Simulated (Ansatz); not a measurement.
Consider HgS (space group P3_221, No. 154; a = 4.465 Å, c = 9.758 Å; made of chains).

All numbers come from Ansatz (an electronic-structure program), PBE, PAW, cutoff 420 eV, without spin-orbit coupling.

For the base:

| Property | Result |
|---|---|
| Electron mass | 0.43 mₑ along c, 1.2 mₑ across (at Γ) |

Now apply this change: every lattice vector is stretched by 1.06 %, atoms relaxed at fixed cell.

Task: What does the calculation give for the energy relative to the base, electron mass and largest internal atomic displacement after the change?

Result: The energy grows by 0.7 meV/atom; the electron mass is still 0.43 mₑ along c, 1.2 mₑ across (at Γ); the largest internal atomic displacement is 0.044 Å.

With Hg present, leaving out spin-orbit coupling can change the band edges. The levels and masses belong to the bands next to the band gap. The cells carry an imposed strain or load. Effective masses come from finite differences of ±0.01 Å⁻¹. Whether these cells are dynamically stable was not tested. No dispersion term is included, though the crystal is made of layers, chains or molecules, so its spacings can come out too wide.
